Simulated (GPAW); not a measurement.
**GPAW run on SrZnSbF (P4/nmm, 8 atoms in the cell): self-consistent single point**

Method of the run: LDA (Perdew-Wang 92), GPAW PAW datasets LDA (gpaw-data 1.0.1) (plane waves; GPAW).

The input file:

```python
from ase import Atoms
from ase.units import GPa
from gpaw import GPAW, PW

atoms = Atoms(['Sr', 'Sr', 'Zn', 'Zn', 'Sb', 'Sb', 'F', 'F'],
              cell=[[4.354540, 0.000000, 0.000000],
                    [0.000000, 4.354540, 0.000000],
                    [0.000000, 0.000000, 9.476160]],
              scaled_positions=[[0.000000, 0.500000, 0.860100],
                                [0.500000, 0.000000, 0.139900],
                                [0.500000, 0.500000, 0.500000],
                                [0.000000, 0.000000, 0.500000],
                                [0.000000, 0.500000, 0.320980],
                                [0.500000, 0.000000, 0.679020],
                                [0.500000, 0.500000, 0.000000],
                                [0.000000, 0.000000, 0.000000]],
              pbc=True)

calc = GPAW(mode=PW(900),
            xc='LDA',
            kpts=(5, 5, 3),
            occupations={'name': 'methfessel-paxton', 'width': 0.136, 'order': 0},
            nbands=-14,
            convergence={'density': 1e-05},
            symmetry={'symmorphic': False, 'tolerance': 0.0005},
            maxiter=120,
            txt='-')

atoms.calc = calc

energy = atoms.get_potential_energy()
print('Energy (eV):', round(energy, 6))
forces = atoms.get_forces()
print('Forces (eV/Ang):')
print(forces.round(5))
stress = atoms.get_stress()
print('Stress (GPa, Voigt):', (stress / GPa).round(4))
```

The program printed (abridged):

```
Input parameters:
  convergence: {density: 1e-05}
  kpts: [5 5 3]
  maxiter: 120
  mode: {ecut: 900.0000000000001,
         name: pw}
  nbands: -14
  occupations: {name: methfessel-paxton,
                order: 0,
                width: 0.136}
  symmetry: {symmorphic: False,
             tolerance: 0.0005}

species:
  Sr:
    name: Strontium
    Z: 38.0
    valence: 10
    core: 28
    charge: 0.0
    file: Sr.LDA.gz

    # Using partial waves for Sr as LCAO basis

  Zn:
    name: Zinc
    Z: 30.0
    valence: 12
    core: 18
    charge: 0.0
    file: Zn.LDA.gz

    # Using partial waves for Zn as LCAO basis

  Sb:
    name: Antimony
    Z: 51.0
    valence: 15
    core: 36
    charge: 0.0
    file: Sb.LDA.gz

    # Using partial waves for Sb as LCAO basis

  F:
    name: Fluorine
    Z: 9.0
    valence: 7
    core: 2
    charge: 0.0
    file: F.LDA.gz

    # Using partial waves for F as LCAO basis

Reference energy: -628032.063731  # eV

Spin-paired calculation

Convergence criteria:
 Maximum [total energy] change in last 3 cyles: 0.0005 eV / valence electron
 Maximum integral of absolute [dens]ity change: 1e-05 electrons / valence electron
 Maximum integral of absolute [eigenst]ate change: 4e-08 eV^2 / valence electron
 Maximum number of scf [iter]ations: 120

Symmetries present (total): 16
Symmetries with fractional translations: 8
75 k-points: 5 x 5 x 3 Monkhorst-Pack grid
12 k-points in the irreducible part of the Brillouin zone
       k-points in crystal coordinates                weights
   0:     0.00000000    0.00000000    0.00000000          1/75
   1:     0.00000000    0.00000000    0.33333333          2/75
   2:     0.20000000    0.00000000    0.00000000          4/75
   [... 7 lines left out ...]
          ...
  11:     0.40000000    0.40000000    0.33333333          8/75

Wave functions: Plane wave expansion
  Cutoff energy: 900.000 eV
  Number of coefficients (min, max): 10981, 11053
  Pulay-stress correction: 0.000000 eV/Ang^3 (de/decut=0.000000)

Occupation numbers: Methfessel-Paxton:
  width: 0.1360  # eV
  order: 0

Eigensolver

Densities:
  Coarse grid: 32*32*70 grid
  Fine grid: 64*64*140 grid
  Total Charge: 0.000000

Density mixing:
  Method: separate
  Backend: pulay
  Linear mixing parameter: 0.05
  old densities: 5
  Damping of long wavelength oscillations: 50

Hamiltonian:
  XC and Coulomb potentials evaluated on a 64*64*140 grid
  External potential:
    NoExternalPotential

Number of atoms: 8
Number of atomic orbitals: 54
Number of bands in calculation: 58
Number of valence electrons: 88
Bands to converge: occupied

Density initialized from atomic densities
  54 bands from LCAO basis set
  4 bands from random numbers

Atomic positions and initial magnetic moments

Positions:
   0 Sr     0.000000    2.177270    8.150445    ( 0.0000,  0.0000,  0.0000)
   1 Sr     2.177270    0.000000    1.325715    ( 0.0000,  0.0000,  0.0000)
   2 Zn     2.177270    2.177270    4.738080    ( 0.0000,  0.0000,  0.0000)
   3 Zn     0.000000    0.000000    4.738080    ( 0.0000,  0.0000,  0.0000)
   4 Sb     0.000000    2.177270    3.041658    ( 0.0000,  0.0000,  0.0000)
   5 Sb     2.177270    0.000000    6.434502    ( 0.0000,  0.0000,  0.0000)
   6 F      2.177270    2.177270    0.000000    ( 0.0000,  0.0000,  0.0000)
   7 F      0.000000    0.000000    0.000000    ( 0.0000,  0.0000,  0.0000)

Unit cell:
           periodic     x           y           z      points  spacing
  1. axis:    yes    4.354540    0.000000    0.000000    32     0.1361
  2. axis:    yes    0.000000    4.354540    0.000000    32     0.1361
  3. axis:    yes    0.000000    0.000000    9.476160    70     0.1354

  Lengths:   4.354540   4.354540   9.476160
  Angles:   90.000000  90.000000  90.000000

Effective grid spacing dv^(1/3) = 0.1358

     iter     time        total  log10-change:
                         energy   eigst   dens
iter:   1 --:--:--   -38.204133
iter:   2 --:--:--   -38.130867   -0.46  -1.33
iter:   3 --:--:--   -37.146599   -0.84  -1.38
iter:   4 --:--:--   -37.134725   -1.34  -1.56
iter:   5 --:--:--   -37.059162   -2.14  -1.65
iter:   6 --:--:--   -37.087612   -2.40  -1.85
iter:   7 --:--:--   -37.028070   -2.19  -2.10
iter:   8 --:--:--   -37.030812   -2.66  -2.56
iter:   9 --:--:--   -37.024610c  -3.32  -2.72
iter:  10 --:--:--   -37.024776c  -3.49  -2.83
iter:  11 --:--:--   -37.024450c  -3.73  -3.24
iter:  12 --:--:--   -37.024198c  -5.03  -3.43
iter:  13 --:--:--   -37.024074c  -4.63  -3.59
iter:  14 --:--:--   -37.024053c  -5.16  -3.63
iter:  15 --:--:--   -37.024044c  -6.16  -3.83
iter:  16 --:--:--   -37.024036c  -6.18  -3.88
iter:  17 --:--:--   -37.024038c  -6.62  -4.06
iter:  18 --:--:--   -37.024035c  -6.83  -4.14
iter:  19 --:--:--   -37.024033c  -7.20  -4.18
iter:  20 --:--:--   -37.024033c  -7.99c -4.37
iter:  21 --:--:--   -37.024032c  -7.14  -4.41
iter:  22 --:--:--   -37.024032c  -7.77c -4.84
iter:  23 --:--:--   -37.024032c  -8.02c -5.00
iter:  24 --:--:--   -37.024032c  -8.28c -5.18c

Converged after 24 iterations.

Dipole moment: (-0.000000, 0.000000, -0.000000) |e|*Ang

Energy contributions relative to reference atoms: (reference = -628032.063731)

Kinetic:         +3.355914
Potential:       -0.776067
External:        +0.000000
XC:             -39.553344
Entropy (-ST):   -0.011280
Local:           -0.044895
SIC:             +0.000000
--------------------------
Free energy:    -37.029672
Extrapolated:   -37.024032

Showing only first 2 kpts
 Kpt  Band  Eigenvalues  Occupancy
  0    42      5.48400    1.99654
  0    43      5.70600    1.46148
  0    44      5.70600    1.46148
  0    45      7.00758    0.00000

  1    42      5.52034    1.98909
  1    43      5.69732    1.51934
  1    44      5.69732    1.51934
  1    45      7.09477    0.00000

Fermi level: 5.76514

No gap
No difference between direct/indirect transitions
Energy (eV): -37.024032

Forces in eV/Ang:
  0 Sr    0.00000    0.00000    0.35904
  1 Sr    0.00000    0.00000   -0.35904
  2 Zn    0.00000    0.00000    0.00000
  3 Zn    0.00000    0.00000    0.00000
  4 Sb    0.00000    0.00000    0.44698
  5 Sb    0.00000    0.00000   -0.44698
  6 F     0.00000    0.00000    0.00000
  7 F     0.00000    0.00000    0.00000

Stress tensor:
     0.036766     0.000000     0.000000
     0.000000     0.036766     0.000000
     0.000000     0.000000     0.034064
Stress (GPa, Voigt): [5.8905 5.8905 5.4576 0.     0.     0.    ]
```

The run converged in 24 iterations. GPAW prints stress with tension positive.

At such cutoffs GPAW's stress carries a finite-basis (Pulay) error, which enters relaxed cells too; its log prints stress with tension positive.

The starting cell comes from a database of computed structures (which also holds hypothetical and non-ambient phases and stackings), without a prior relaxation at this level. Spin-orbit coupling is off. The run gives no clean gap (levels at the Fermi energy touch, overlap or are partly filled at this smearing), which alone does not show that the compound is a metal.

Cost on one core of a shared machine: roughly 2 min.
